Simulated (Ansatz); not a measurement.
The starting structures come from a database of crystals and need not be the phases stable at ambient conditions.

By PBEsol, the system below comes out a metal.

Consider the following.

```xyz
2
Lattice="3.4268 0.0000 0.0000 0.0000 8.7109 0.0000 1.7134 2.9036 0.9892" Properties=species:S:1:pos:R:3 pbc="T T T"
P      3.4268     6.6697     0.0000
P      0.0000     2.0412     0.0000
```

The cell was relaxed by PBE-D3(BJ); by PBEsol it stands under a pressure of 1.5 GPa.

The current flows along the normal of the first two printed cell vectors, the (100) plane of the conventional cell. No spin-orbit coupling; the value is a mean over 0.1 eV about the Fermi level.

**Question.** Estimate the ballistic conductance per area that PBEsol (Ansatz, an electronic-structure program) returns for this system.

**Answer.** 0.41 × 10¹⁵ S/m² for both spins.
